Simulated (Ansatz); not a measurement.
MgO (P6₃mc, No. 186, 4 atoms in the cell; start mp-549706; a measured phase of this formula has another space group) was calculated with PBE0 in Ansatz (plane waves, PAW).

Settings: plane-wave cutoff 500 eV, 12×12×4 k mesh (along the axes of the cell as run), gaussian smearing 0.02 eV, scalar-relativistic PAW data made under PBE.

Cell (relaxed with r²SCAN):

Space group P6₃mc (No. 186); a = b = 3.2888 Å, c = 5.0322 Å, α = β = 90.00°, γ = 120.00°

| atom | site | symmetry | x | y | z |
|---|---|---|---|---|---|
| Mg | 2b | 3m. | 0.3333 | 0.6667 | 0.0048 |
| O | 2b | 3m. | 0.3333 | 0.6667 | 0.3998 |

Problem. Predict the band gap.

Solution. 
* **band gap**: 5.87 eV (on the SCF k mesh)

The computed numbers hold no vibrational or temperature effects.

A start named mp-… is a Materials Project structure, which need not be a measured phase.

Ansatz is a quantum-chemistry and plane-wave program.
